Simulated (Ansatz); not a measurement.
**Ansatz (an electronic-structure program) run on CdTe (F-43m, 2 atoms in the cell): self-consistent single point**

Method: PBE (plane waves, PAW; Ansatz).

This input was run:

Ansatz 0.2 input:
```yaml
crystal:
  lattice:
    - [0.000000, 3.291961, 3.291961]
    - [3.291961, 0.000000, 3.291961]
    - [3.291961, 3.291961, 0.000000]
  atoms:
    - { symbol: Cd, position: [0.000000, 0.000000, 0.000000] }
    - { symbol: Te, position: [0.250000, 0.250000, 0.250000] }
basis:
  ecutwfc: 420.0 eV
kpoints:
  mp_grid: { grid: [9, 9, 9] }
hamiltonian:
  xc: pbe
  pseudopotentials: { kind: paw }
scf:
  occupations: { method: fixed }
output:
  forces: true
  eigenvalues: true
  stress: true
```

The program printed (abridged):

```
WARN ansatz: RAYON_NUM_THREADS=1 ignored (pool sized by the plan → 1); use --threads N
Pseudopotentials: kind: paw
Pseudopotential: Cd, paw, valence charge 20
Pseudopotential: Te, paw, valence charge 16
Crystal: 2 atoms, lattice volume = 71.350 Å³
Basis set: ecut = 420 eV, 1411 PW (Γ), exchange–correlation on 64×64×64 points (8 copies of the dense FFT grid, shifted against one another)
Bands: 22, of which v1, the nominal top of the filled ones, is band 18 counted from 1 (17 counted from 0)
Symmetry: 24 space group operations
Space group: F-43m (ITA 216), of the structure as read, at distance tolerance 4.1e-5 Å
k-points: 35 of 729 (time reversal used)
Initial density: superposition of atomic densities (neutral atoms: chi_scale 0, normalization atom), corrected by the library's trained network
Initial wavefunctions: pseudopotential atomic-orbital guess
Eigensolver: davidson
Functional: x = pbe(κ = 0.804, μ = 0.2195149727645171), c = pbe(β = 0.06672455060314922)
SCF iter   1: F=—  HF=-15235.337989 eV  |F-HF|=—  |Δ(HF+E_count)|=         —  Δρ=1.48e-3  dr2=3.98e-3  ethr=1.77e-3  ⟨swp⟩=4.9  Hψ=2985  notcnv=0  defer=66
all-band conjugate gradients solve this SCF's bands
preconditioner: auto → none
SCF iter   2: F=—  HF=-15235.337141 eV  |F-HF|=—  |Δ(HF+E_count)|=   8.48e-4  Δρ=5.49e-4  dr2=2.21e-4  ethr=1.11e-5  ⟨swp⟩=3.0  Hψ=1512  notcnv=0  defer=66
SCF iter   3: F=—  HF=-15235.337194 eV  |F-HF|=—  |Δ(HF+E_count)|=   5.29e-5  Δρ=2.03e-4  dr2=3.14e-5  ethr=6.15e-7  ⟨swp⟩=3.0  Hψ=1474  notcnv=0  defer=66
SCF iter   4: F=—  HF=-15235.337230 eV  |F-HF|=—  |Δ(HF+E_count)|=   3.55e-5  Δρ=8.98e-5  dr2=8.46e-6  ethr=8.73e-8  ⟨swp⟩=2.2  Hψ=1213  notcnv=0  defer=54
SCF iter   5: F=—  HF=-15235.337244 eV  |F-HF|=—  |Δ(HF+E_count)|=   1.42e-5  Δρ=2.52e-5  dr2=5.56e-7  ethr=2.35e-8  ⟨swp⟩=2.0  Hψ=1119  notcnv=0  defer=65
SCF iter   6: F=-15235.337246 eV  HF=-15235.337246 eV  |F-HF|=4.08e-8  |Δ(HF+E_count)|=   2.03e-6  Δρ=3.25e-6  dr2=9.34e-9  ethr=2.78e-10  ⟨swp⟩=8.5  Hψ=4017  notcnv=0
SCF 1 converged in 6 iterations: F = -15235.337246 eV  dr2 = 9.34e-9
SCF converged after 6 iterations
Free energy (F): -15235.337246 eV
Harris-Foulkes:  -15235.337246 eV  (|F-HF|=4.08e-8)
Internal energy: -15235.337246 eV  (E = F + TS)
E sigma→0 (E₀):  -15235.337246 eV
Fermi energy:    6.808520 eV
--- Per-component energies (eV) ---
  E_band       = -808.988745
  E_kinetic    = 684.837900
  E_local      = -5521.984562  (includes V_loc(G=0)·N_el)
  E_nonlocal   = -276.756800
  E_hartree    = 2775.468598
  E_xc         = -300.634465
  E_vxc        = -325.229270  (∫ρ·V_xc dr)
  E_paw        = -8745.991675  (= ΣΔE_a)
  E_vpaw       = -920.796103  (= ΣTr[D̂ρ^β])
  E_aug_tail   = -0.000163  (compensation charges beyond the density's cutoff)
  E_ewald      = -3850.276079
  E_smearing   = -0.000000  (= −TS)
  E_closure    = -0.000000  (closes the sum)
  Σ components = -15235.337246   (vs F -15235.337246, Δ=0.00e0)
--- Forces (eV/Å), atoms counted from 1 ---
  atom   1  Cd     0.00000000    -0.00000000     0.00000000
  atom   2  Te    -0.00000000     0.00000000     0.00000000
  max |Σ_I F_I| component: 1.32e-16 eV/Å
--- Stress (GPa, compression-positive) ---
        0.569413       0.000000      -0.000000
       -0.000000       0.569413       0.000000
       -0.000000       0.000000       0.569413
  P = ⅓ Tr σ = 0.5694 GPa (5.694 kbar)
  The stress holds the Pulay correction. Without it, at fixed plane waves, as pw.x and ABINIT print it: P = 0.5347 GPa
--- Band table (eV; the first three rows and the last of 35) ---
  k-point 0: bands = ["-95.1992", "-56.2615", "-56.2615", "-56.2615", "-29.1122", "-29.1122", "-29.1122", "-29.1058", "-29.1058", "-4.1056", "-1.3171", "-1.3171", "-1.3171", "-1.0895", "-1.0895", "6.8085", "6.8085", "6.8085", "7.4399", "11.4552", [...]
  k-point 1: bands = ["-95.1992", "-56.2615", "-56.2615", "-56.2615", "-29.1122", "-29.1122", "-29.1122", "-29.1058", "-29.1058", "-4.0639", "-1.3093", "-1.3093", "-1.2831", "-1.0901", "-1.0901", "5.7811", "6.7089", "6.7089", "8.2370", "11.3979", [...]
  k-point 2: bands = ["-95.1992", "-56.2615", "-56.2615", "-56.2615", "-29.1122", "-29.1121", "-29.1121", "-29.1057", "-29.1057", "-3.9581", "-1.2909", "-1.2909", "-1.1730", "-1.0901", "-1.0901", "4.5083", "6.4814", "6.4814", "8.6981", "11.8502", [...]
  k-point 34: bands = ["-95.1992", "-56.2615", "-56.2615", "-56.2615", "-29.1123", "-29.1121", "-29.1118", "-29.1058", "-29.1056", "-3.6525", "-1.2136", "-1.2056", "-1.1162", "-1.0859", "-0.6051", "2.8710", "4.6046", "5.0051", "10.7555", "11.3738", [...]
```

The run converged in 6 iterations.

The starting cell comes from a database of computed structures (which also holds hypothetical and non-ambient phases and stackings), without a prior relaxation at this level. Its lattice was rescaled by a random factor within 2.5 % of one. Spin-orbit coupling is off. Ansatz's pressure includes its estimate of the finite-basis (Pulay) stress.
